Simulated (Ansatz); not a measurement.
We consider BeS (model structure, started from the rocksalt type, Fm-3m, No. 225, 2 atoms in the cell), described by HSE06 (Ansatz, a program for electronic structure, PAW).

Settings: plane-wave cutoff 520 eV, 10×10×10 k mesh, scalar-relativistic PAW data made under PBE.

Cell (relaxed at this level):

```
CELL_PARAMETERS angstrom
      0.00000     2.30385     2.30385
      2.30385     0.00000     2.30385
      2.30385     2.30385     0.00000
ATOMIC_POSITIONS crystal
  S  0.00000 0.00000 0.00000
  Be 0.50000 0.50000 0.50000
```

### Question
Predict the Voigt–Reuss–Hill bulk modulus, polycrystal shear modulus (Hill average), Young modulus and Poisson ratio.

### Answer

- Voigt–Reuss–Hill bulk modulus = 115 GPa
- polycrystal shear modulus (Hill average) = 89.3 GPa
- Young modulus = 213 GPa
- Poisson ratio = 0.192

Note: the relaxation could raise the start's symmetry but not lower it, so the cell can be a saddle point.

Elastic constants are with the ions relaxed.

Static lattice: no zero-point or thermal effects.

A model structure was made by putting elements into a prototype or built by hand; it is no filed structure, need not be a known phase, and can be a saddle point held by its symmetry.
